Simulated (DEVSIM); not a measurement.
System: abrupt Ge p-n junction, at 300 K.

| layer (left to right) | material | thickness (μm) | Nd (cm⁻³) | Na (cm⁻³) | τn (s) | τp (s) |
|---|---|---|---|---|---|---|
| 1 | Ge | 0.270 | - | 1.8e17 | 6.7e-5 | 6.7e-5 |
| 2 | Ge | 56.0 | 7.9e16 | - | 6.7e-5 | 6.7e-5 |

Left contact: ohmic. Right contact: ohmic. Voltage is applied to the left contact. Recombination: SRH at mid-gap, radiative, Auger. Mobility is constant in doping.

This is a model device: material constants are rounded textbook-type values typed into the input, and sizes, dopings and lifetimes were drawn at random. Values at 300 K.

```csv
parameter,Ge
gap (eV),0.664
affinity (eV),4
permittivity,16
Nc (cm⁻³),1.04e19
Nv (cm⁻³),6e18
μn (cm²/Vs),3900
μp (cm²/Vs),1900
B (cm³/s),6.4e-14
Cn (cm⁶/s),1e-31
Cp (cm⁶/s),1e-31
```

Model (solved in DEVSIM): 1D drift-diffusion, Boltzmann statistics, complete ionisation; no tunnelling, impact ionisation, image-force lowering or self-heating.

The thickness of layer 1 was swept, all else fixed.

| thickness of layer 1 (μm) | dark forward voltage at 100 A/cm² (V) | dark forward voltage at 1 A/cm² (V) |
|---|---|---|
| 0.054 | 0.245 | 0.109 |
| 0.095 | 0.268 | 0.133 |
| 0.16 | (withheld) | (withheld) |
| 0.27 | 0.298 | 0.166 |
| 0.46 | 0.314 | 0.181 |
| 0.81 | 0.329 | 0.196 |
| 1.4 | 0.342 | 0.211 |

**Question.** Fill in the missing entries.

**Answer.** 
- 0.16, dark forward voltage at 100 A/cm² (V): 0.284
- 0.16, dark forward voltage at 1 A/cm² (V): 0.151
